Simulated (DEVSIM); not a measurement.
Structure: abrupt GaAs p-n junction, at 300 K.

Layer 1 from the left is GaAs, thickness (μm) 59.0, Na (cm⁻³) 6.2e16, τn (s) 6.5e-9, τp (s) 6.5e-9. Layer 2 from the left is GaAs, thickness (μm) 75.0, Nd (cm⁻³) 1.8e16, τn (s) 6.5e-9, τp (s) 6.5e-9.

Left contact: ohmic. Right contact: ohmic. Voltage is applied to the left contact. Recombination: SRH at mid-gap, radiative. Mobility is μmin + (μ − μmin)/(1 + (N/Nref)^α).

The device is made up for the run: typed textbook-type constants, with dimensions and the other settings drawn at random. Values at 300 K.

GaAs: gap (eV) 1.424, affinity (eV) 4.07, permittivity 12.9, Nc (cm⁻³) 4.7e17, Nv (cm⁻³) 9e18, μn (cm²/Vs) 8500, μp (cm²/Vs) 400, μn,min 500, μp,min 20, Nref,n 6e16, Nref,p 1.5e17, αn 0.39, αp 0.38, B (cm³/s) 2e-10.

### Question
Estimate by hand the built-in potential, the peak field at zero bias, the capacitance at -6 V, and compare with a numerical solution.

### Answer

- Built-in potential: ni = √(Nc Nv) exp(−Eg/2kT) = 2250000 cm⁻³ with Eg = 1.424 eV; Vbi = kT/q ln(Na Nd/ni²) = 1.211 V; numerical 1.211 V.
- Peak field at zero bias: depletion approximation: W = √(2εVbi/(qN)) = 0.352 μm with N = 1.40e16 cm⁻³; field = 2Vbi/W = 68800 V/cm; numerical 67400 V/cm (estimate above by 2.2 %).
- Capacitance at -6 V: C = √(qεN / 2(Vbi + |V|)) = 13.3 nF/cm²; numerical 13.4 nF/cm².

DEVSIM, 1D drift-diffusion, Boltzmann statistics, complete ionisation; no tunnelling, impact ionisation, image-force lowering or self-heating.
